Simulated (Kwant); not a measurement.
Model system: wire with one Gaussian impurity in a Si two-dimensional gas. Effective mass 0.19 mₑ, grid spacing 2 nm, hard walls, nominal width 60 nm (29 grid rows, so walls 60 nm apart), one parabolic valley, scattering region 180 nm long along x; energies count from the band bottom; Fermi energy swept from 0.0004398 to 0.0093458 eV. Impurity U exp(−r²/2σ²), U = 0.014 eV, σ = 2.5 nm, 12 nm off the axis.

Constants are typed, rounded textbook-type inputs, not results; the design itself was drawn at random and stands for no fabricated device.

Computed with Kwant: effective-mass tight-binding model on a square grid, one spin, coherent transport at 0 K. Conductance is in e²/h.

Density of the scattering states that come in from the left lead, at energy = 0.002685 eV, in bins, relative to the largest site value (x marks bins outside the device):

```
|00000000000000000000000000000000000000000000|
|22111000000011222322110000000000000000000000|
|43221111111112344544321111111111111111111111|
|65432222112223567776421111111122222222222222|
|76543322222234678997521111222222223333332222|
|76543332222234679998521112222222333333333322|
|76433333222234578997521111222222333333333322|
|54332222222223457786421111112222222222222222|
|32222222222111234555421111111112222222222221|
|21111111111111123344321111111111111111111111|
|11111111111211111222211111111111111111111111|
|12222210012222111111111111111111111111111111|
|23343210012333321111111111111111111111111111|
|34554310012455432222222222221111111111111111|
|67775310013567654433322222222222111111111122|
|78986420013578876544333333322222221111112222|
|89986420013578887654333333322222222111122222|
|89986420013578887654333333222222221111112222|
|67765310012456665543332222222211111111111111|
|44443210001234443322211111111111111000011111|
|22221100000122222211111100000000000000000000|
|00000000000000000000000000000000000000000000|
```
Scale: ten equal steps from 0.005 (start of '0') to 0.994 (end of '9'), in the order '0123456789'; x runs from -86.0 to 86.0, y from -26.7 (bottom) to 26.7 (top).

The conductance there is 1.51 e²/h with 2 open channel(s) in the leads.
